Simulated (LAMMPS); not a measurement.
MD of InP (zinc blende) at zero pressure, 1728 atoms, as a liquid; each row is its own run.

Method: classical MD, pair style vashishta, file InP.vashishta (LAMMPS).

```
T (K)  D(In) (cm²/s)
-----  -------------
940          5.84e-6
1080         1.29e-5
1220         2.28e-5
1350         2.98e-5
1690         5.46e-5
1890         6.68e-5
2160         9.07e-5
```

Problem. Fit an Arrhenius law, ln y = a + b / x, to these rows (x is the first column, y the second) and predict the run at x = 1490.

Solution. Least squares gives a = -7.2130 and b = -4415. The slope times kB gives an activation energy of 0.38 eV. At x = 1490 the fit predicts 3.81e-5 cm²/s. The run itself gave (4.0 ± 0.1) × 10^-5 cm²/s, so the fit is 5.7 % low.

Caution: the real compound melts congruently only under the pressure of its own vapour and loses its more volatile element when open.

Caution (rows 940; 1080; 1220): this liquid lies under the melting point of about 1320 K that InP.vashishta gives, so it is undercooled.

Errors of D are the spread over four groups of atoms in one short run; a floor of about 5 %, a picked value, is safer.
